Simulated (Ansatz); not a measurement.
We consider Be5Au (F-43m, No. 216), described by rVV10 (plane waves, PAW; Ansatz, a program for electronic structure).

Numerical settings: plane-wave cutoff 520 eV, 16×16×16 k mesh, Fermi–Dirac smearing 0.05 eV, scalar-relativistic PAW data made under PBE.

Results at a series of volumes:

```csv
V (Å³/atom),E − E_lowest (meV/atom)
9.185,7.08
9.376,1.70
9.567,0.00
9.759,1.62
9.950,6.26
```

Q: Estimate the bulk modulus and its pressure derivative from these points.

A: V0 = 9.566 Å³/atom, B0 = 139 GPa, B′ = 3.9 (fit to the energies at full precision).

Spin–orbit coupling is not included; it can shift volumes and moduli of such heavy elements.

Computed values are for the static lattice.
